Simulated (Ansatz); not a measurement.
The reference is InSb in the zinc blende structure (space group F-43m, No. 216; a = 6.556 Å). Axes: x, y, z lie along the cube axes.

The values are results of r2SCAN, PAW, 500 eV (Ansatz, a quantum-chemistry and plane-wave program; scalar-relativistic without spin-orbit coupling), not measurements.

Strains are applied to the cell and any free atomic positions relax; under biaxial strain the out-of-plane vector relaxes too.

One change was made to it. Results:

The energy goes up by 3.2 meV/atom; the pressure (mean of the normal stresses, compression positive) goes from zero to 0.7 GPa; the shortest interatomic distance falls by 0.013 Å to 2.826 Å.

Q: Name the change that was made.
A) biaxial strain −0.50 %, plane normal [001], relaxed out of plane
B) biaxial strain −1.00 %, plane normal [001], relaxed out of plane
C) biaxial strain −1.50 %, plane normal [001], relaxed out of plane

A: C, biaxial strain −1.50 %, plane normal [001], relaxed out of plane. For comparison, the energy relative to the base in the other runs: biaxial strain −0.50 %, plane normal [001], relaxed out of plane gives +0.3 meV/atom; biaxial strain −1.00 %, plane normal [001], relaxed out of plane gives +1.4 meV/atom.

No phonon test of stability was made. All final runs are without spin polarisation. Gaps under 0.05 eV, about the width of the smearing, are given as zero.
